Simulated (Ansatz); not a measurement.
# A computed series for SiO2: response to strain

Base system: SiO₂ in the rutile structure (space group P4_2/mnm, No. 136; a = 4.1549 Å, c = 2.6615 Å). Axes: x, y, z lie along a, b, c of the conventional cell.

Strains are applied to the cell and any free atomic positions relax; under biaxial strain the out-of-plane vector relaxes too.

All numbers come from Kohn–Sham DFT with the LDA functional, run in Ansatz (an electronic-structure program) with PAW and 420 eV plane waves, no SOC.

Notes on the quantities. in-plane stress: mean in-plane stress (compression positive).

| variant | ratio −ε⊥/ε∥ | band gap | in-plane stress |
|---|---|---|---|
| base | – | 5.81 eV | – |
| biaxial strain −3.00 %, plane normal [001], relaxed out of plane | 0.58 | 5.98 eV | +20.4 GPa |
| biaxial strain −2.40 %, plane normal [001], relaxed out of plane | 0.57 | 6.08 eV | +15.8 GPa |
| biaxial strain −1.80 %, plane normal [001], relaxed out of plane | 0.55 | 6.14 eV | +11.5 GPa |
| biaxial strain −1.20 %, plane normal [001], relaxed out of plane | (withheld) | (withheld) | (withheld) |
| biaxial strain −0.60 %, plane normal [001], relaxed out of plane | – | 5.92 eV | +3.6 GPa |

Task: Complete the table.

Result: 
- biaxial strain −1.20 %, plane normal [001], relaxed out of plane, ratio −ε⊥/ε∥: 0.54
- biaxial strain −1.20 %, plane normal [001], relaxed out of plane, band gap: 6.03 eV
- biaxial strain −1.20 %, plane normal [001], relaxed out of plane, in-plane stress: +7.4 GPa

Whether these cells are dynamically stable was not tested.
